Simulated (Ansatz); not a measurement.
Take Al in the fcc (Cu type) structure (space group Fm-3m, No. 225; relaxed with 0.1 eV smearing) as the base.

```yaml
crystal:
  lattice:
    - [0.00000, 2.00773, 2.00773]
    - [2.00773, 0.00000, 2.00773]
    - [2.00773, 2.00773, 0.00000]
  atoms:
    - { symbol: Al, position: [0.00000, 0.00000, 0.00000] }
```

Cartesian axes are those of the cell as printed.

The values are results of plane-wave PAW DFT at the PBEsol level (Ansatz, a quantum-chemistry and plane-wave program, 420 eV), no SOC, not measurements.

Base values:

```
Property            Value
---------------  --------
Volume per atom  16.19 Å³
```

The change: compressive biaxial strain of 0.42 % in the plane normal to [111], as in epitaxy on a mismatched substrate; the out-of-plane cell vector and the atoms relax.

Question: Estimate the effect on the in-plane stress, energy relative to the base and volume per atom.

Answer: The mean in-plane stress (compression positive) amounts to +0.5 GPa; the energy is nearly the same; the volume per atom drops by 0.07 Å³ (16.19 Å³ → 16.12 Å³).

Whether these cells are dynamically stable was not tested.
